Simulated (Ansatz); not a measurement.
**CoSi, response to strain**

Consider CoSi (space group P2_13, No. 198; non-magnetic).

```yaml
crystal:
  lattice:
    - [4.38269, 0.00000, 0.00000]
    - [0.00000, 4.38269, 0.00000]
    - [0.00000, 0.00000, 4.38269]
  atoms:
    - { symbol: Co, position: [0.14562, 0.14562, 0.14562] }
    - { symbol: Co, position: [0.64562, 0.35438, 0.85438] }
    - { symbol: Co, position: [0.85438, 0.64562, 0.35438] }
    - { symbol: Co, position: [0.35438, 0.85438, 0.64562] }
    - { symbol: Si, position: [0.84366, 0.84366, 0.84366] }
    - { symbol: Si, position: [0.34366, 0.65634, 0.15634] }
    - { symbol: Si, position: [0.15634, 0.34366, 0.65634] }
    - { symbol: Si, position: [0.65634, 0.15634, 0.34366] }
```

Cartesian axes are those of the cell as printed.

Strains are applied to the cell and any free atomic positions relax.

Level of theory: DFT with r2SCAN, PAW potentials and a 500 eV plane-wave cutoff in Ansatz (a program for electronic structure), no SOC, earlier PAW set.

Candidates:
(a) uniaxial strain ε_xx = −5.35 %
(b) tensor shear ε_yz = −2.32 %
(c) uniaxial strain ε_zz = +2.59 %
(d) tensor shear ε_xz = −2.70 %
(e) uniaxial strain ε_xx = +3.67 %

Notes on the quantities. energy relative to the base: free energy F.

Q: Order them by energy relative to the base, lowest first.

A: (c) uniaxial strain ε_zz = +2.59 % (+8.4 meV/atom), (b) tensor shear ε_yz = −2.32 % (+9.6 meV/atom), (d) tensor shear ε_xz = −2.70 % (+13 meV/atom), (e) uniaxial strain ε_xx = +3.67 % (+16 meV/atom), (a) uniaxial strain ε_xx = −5.35 % (+47 meV/atom)

No phonon test of stability was made. Seeded moments were not kept for the base. The final runs are not spin-polarised.
